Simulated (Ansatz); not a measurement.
The reference is TiAl (space group P4/mmm, No. 123; a = 2.7963 Å, c = 4.0381 Å; relaxed with 0.1 eV smearing). Axes: x, y, z lie along a, b, c of the conventional cell.

Calculations: PBEsol (Ansatz, an electronic-structure program; PAW; 420 eV plane waves; no spin-orbit coupling).

One thing is altered: the cell is scaled by 0.9800 in all directions; the atoms relax in the strained cell.

Problem. Predict the stress tensor and what it implies for the stiffness.

Solution. Stress of the strained cell less that of the base (GPa, compression positive):
```
    8.2     0.0     0.0
    0.0     8.2     0.0
    0.0     0.0     8.1
```

Then B = −ΔP/(ΔV/V₀) with ΔV/V₀ = -0.0588 gives secant stiffness values (nonlinear terms included at this strain): B (at held cell shape, above the free-shape value) ≈ 139 GPa.

As a check, the harmonic strain energy −½ V₀ Δσ:ε is 24 meV/atom; the computed energy rise is 23 meV/atom.

Stability against distortions was not tested. All final runs are without spin polarisation.
